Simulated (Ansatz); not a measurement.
System: BeS (model structure, started from the GeS type, Pnma, No. 62, 8 atoms in the cell). Method: r²SCAN+rVV10 (Ansatz, a program for electronic structure, PAW).

Settings: plane-wave cutoff 560 eV, 6×18×16 k mesh (along the axes of the cell as run), Fermi–Dirac smearing 0.05 eV, scalar-relativistic PAW data made under PBE.

Cell (relaxed at this level):

```
CELL_PARAMETERS angstrom
      5.90612     0.00000     0.00000
      0.00000     3.48995     0.00000
      0.00000     0.00000     5.97852
ATOMIC_POSITIONS crystal
  Be 0.14503 0.25000 0.40462
  Be 0.35497 0.75000 0.90462
  Be 0.85497 0.75000 0.59538
  Be 0.64503 0.25000 0.09538
  S  0.78084 0.25000 0.41637
  S  0.71916 0.75000 0.91637
  S  0.21916 0.75000 0.58363
  S  0.28084 0.25000 0.08363
```

**Question.** What does this level give for the band gap and smallest direct gap on the k points sampled?

**Answer.** 
- band gap = 4.15 eV (indirect)
- smallest direct gap on the k points sampled = 4.39 eV

Note: the relaxation could raise the start's symmetry but not lower it, so the cell can be a saddle point.

Static lattice: no zero-point or thermal effects.

A model structure was made by putting elements into a prototype or built by hand; it is no filed structure, need not be a known phase, and can be a saddle point held by its symmetry.
